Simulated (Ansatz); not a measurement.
The starting structures come from a database of crystals and need not be the phases stable at ambient conditions.

 Where the default PAW files enter, the runs use the earlier of Ansatz's two default sets.

The decay constant κ of evanescent states in the gap governs leakage through a thin film.

Data:

```yaml
crystal:
  lattice:
    - [3.77964, 0.00000, 0.00000]
    - [0.00000, 5.98051, 0.00000]
    - [1.88982, 0.00000, 5.66597]
  atoms:
    - { symbol: Na, position: [0.28738, 0.75000, 0.42524] }
    - { symbol: Na, position: [0.71262, 0.25000, 0.57476] }
    - { symbol: Au, position: [0.99670, 0.25000, 0.00660] }
    - { symbol: Au, position: [0.00330, 0.75000, 0.99340] }
    - { symbol: O, position: [0.87780, 0.99326, 0.24440] }
    - { symbol: O, position: [0.12220, 0.00674, 0.75560] }
    - { symbol: O, position: [0.12220, 0.49326, 0.75560] }
    - { symbol: O, position: [0.87780, 0.50674, 0.24440] }
```

Space group of this cell: Cmcm. The cell is taken as given; by PBEsol its mean pressure is -5.2 GPa.

Transport runs along the normal of the first two printed cell vectors.

The gap is the functional's own, uncorrected, and κ follows it; spin-orbit coupling is left out. Mid-gap values are interpolated between the computed energies.

Q: State the band gap and the smallest decay constant κ at mid-gap according to PBEsol run with Ansatz (a quantum-chemistry and plane-wave program).

A: Gap 0.99 eV on a 8×6×8 mesh; κ = 0.281 1/Å, at (0.000, 0.500) of the in-plane reciprocal vectors. At the zone centre, at the nearest computed energy, the slowest state has κ = 0.36 1/Å.
